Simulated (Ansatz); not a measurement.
Data:

```
TlBr
1.0
    5.38484     0.00000     0.00000
    2.69242     4.66341     0.00000
    2.69242    -1.55447     2.23526
Tl Br
1 1
Direct
  0.00000   0.00000   0.00000
  0.00000   0.50000   0.50000
```

No spin polarisation.

Level of theory: LDA/PAW in Ansatz (an electronic-structure program), no spin-orbit coupling. Γ-centred 9×9×9 mesh, Fermi–Dirac width 0.05 eV.

Task: Predict the band gap.

Result: 1.34 eV.

Task: Predict the gap character.

Result: Direct at L.

Task: What pressure (mean of the normal stresses, compression positive) does the calculation give?

Result: 2.9 kbar.

Spin-orbit coupling, missing from the scalar runs, can matter with Tl. The cells carry an imposed strain or load. No phonon test of stability was made. The cell was made from TlBr in the CsCl type structure (space group Pm-3m, No. 221) by this change: biaxial strain −0.83 %, plane normal [111], relaxed out of plane.
